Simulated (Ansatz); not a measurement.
Take HfO2 in the fluorite structure (space group Fm-3m, No. 225) as the base.

```xyz
3
Lattice="0.0000 2.5294 2.5294 2.5294 0.0000 2.5294 2.5294 2.5294 0.0000" Properties=species:S:1:pos:R:3 pbc="T T T"
Hf     0.0000     0.0000     0.0000
O      1.2647     1.2647     1.2647
O      3.7942     3.7942     3.7942
```

Cartesian axes are those of the cell as printed.

Calculations: DFT with r2SCAN, PAW potentials and a 500 eV plane-wave cutoff in Ansatz (a first-principles code), no spin-orbit coupling, earlier PAW set.

Free-standing slabs (3 atom(s) a layer) normal to [111] with 15 Å of vacuum; in-plane cell held at bulk.

One change was made to it. Results:

The band gap grows by 0.15 eV, from 4.30 eV to 4.45 eV; the gap character is direct at M.

Name the change that was made.
(A) 5 layers
(B) 3 layers
(C) 2 layers
(D) 1 layer
(E) 6 layers

E, 6 layers. For comparison, the band gap in the other runs: 1 layer gives 4.11 eV; 5 layers gives 4.50 eV; 3 layers gives 4.69 eV; 2 layers gives 4.98 eV.

Spin-orbit coupling, missing from the scalar runs, can matter with Hf. No phonon test of stability was made. This is not the structure that HfO2 has at room temperature and ambient pressure. k-point labels follow each cell's own Brillouin zone.
